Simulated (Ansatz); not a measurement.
**TiBr₃ (P-1, No. 2)**

These are HSE06 (Ansatz, an electronic-structure program, plane waves, PAW) values and carry that method's errors.

Run with plane-wave cutoff 500 eV, 4×4×4 k mesh, gaussian smearing 0.02 eV, spin-polarised start, scalar-relativistic PAW data made under PBE.

Cell (relaxed with r²SCAN):

```cif
data_Br6Ti2
_chemical_formula_sum 'Ti2 Br6'
_space_group_name_H-M_alt 'P-1'
_space_group_IT_number 2
_space_group_name_Hall '-P 1'
_cell_length_a 6.50321
_cell_length_b 6.63778
_cell_length_c 7.41868
_cell_angle_alpha 64.160
_cell_angle_beta 64.676
_cell_angle_gamma 60.672
loop_
_atom_site_label
_atom_site_type_symbol
_atom_site_symmetry_multiplicity
_atom_site_Wyckoff_symbol
_atom_site_fract_x
_atom_site_fract_y
_atom_site_fract_z
_atom_site_occupancy
Ti1 Ti 2 i 0.66220 0.17510 0.00039 1
Br1 Br 2 i 0.27956 0.42309 0.23187 1
Br2 Br 2 i 0.43745 0.22095 0.76891 1
Br3 Br 2 i 0.91927 0.06718 0.23074 1
```

| Quantity | Result |
|---|---|
| band gap | 2.46 eV (on the SCF k mesh) |

Note: the magnetic order was assumed, not searched for or taken from measurement; cell and atoms aren't relaxed at this level (largest force component 0.08 eV/Å); the cell has widely spaced layers and the level no dispersion term, so their spacing and the moduli can rest on weak binding.

Spin–orbit coupling is not included.

The computed numbers hold no vibrational or temperature effects.
